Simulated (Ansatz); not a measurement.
Base system: BeSe in the zinc blende structure (space group F-43m, No. 216; a = 5.129 Å).

Method: plane-wave PAW DFT at the PBEsol level (Ansatz, a quantum-chemistry and plane-wave program, 420 eV), no spin-orbit coupling.

Base values:

- Hole mass: 0.23, 0.46, 0.46 mₑ (at Γ)

One thing is altered: the cell is scaled by 0.9900 in all directions, atoms relaxed at fixed cell.

Predict the new mean gap deformation potential ΔEg/Δln V and hole mass.

The mean gap deformation potential ΔEg/Δln V comes out as +2.3 eV; the hole mass (degenerate bands, along [100]) becomes 0.24, 0.44, 0.44 mₑ (at Γ) (base: 0.23, 0.46, 0.46 mₑ (at Γ)).

The cells carry an imposed strain or load. Masses are band curvatures over ±0.01 Å⁻¹ around the edge. No phonon test of stability was made.
